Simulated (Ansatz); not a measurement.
Start from SiO₂ (space group P3_221, No. 154).

```yaml
crystal:
  lattice:
    - [5.02211, 0.00000, 0.00000]
    - [-2.51105, 4.34927, 0.00000]
    - [0.00000, 0.00000, 5.51028]
  atoms:
    - { symbol: Si, position: [0.47673, 0.47673, 0.00000] }
    - { symbol: Si, position: [0.52327, 0.00000, 0.66667] }
    - { symbol: Si, position: [0.00000, 0.52327, 0.33333] }
    - { symbol: O, position: [0.41453, 0.15915, 0.87178] }
    - { symbol: O, position: [0.84085, 0.25538, 0.53845] }
    - { symbol: O, position: [0.15915, 0.41453, 0.12822] }
    - { symbol: O, position: [0.58547, 0.74462, 0.79488] }
    - { symbol: O, position: [0.25538, 0.84085, 0.46155] }
    - { symbol: O, position: [0.74462, 0.58547, 0.20512] }
```

Cartesian axes are those of the cell as printed.

Computed with PBE (Ansatz, a program for electronic structure), no spin-orbit coupling.

Perturbation: the cell is compressed by 1.50 % along x with no lateral relaxation, atoms relaxed at fixed cell.

Question: Predict the new largest internal atomic displacement and energy relative to the base.

Answer: The largest internal atomic displacement comes out as 0.066 Å; the energy grows by 0.8 meV/atom.

The cells carry an imposed strain or load. Whether these cells are dynamically stable was not tested.
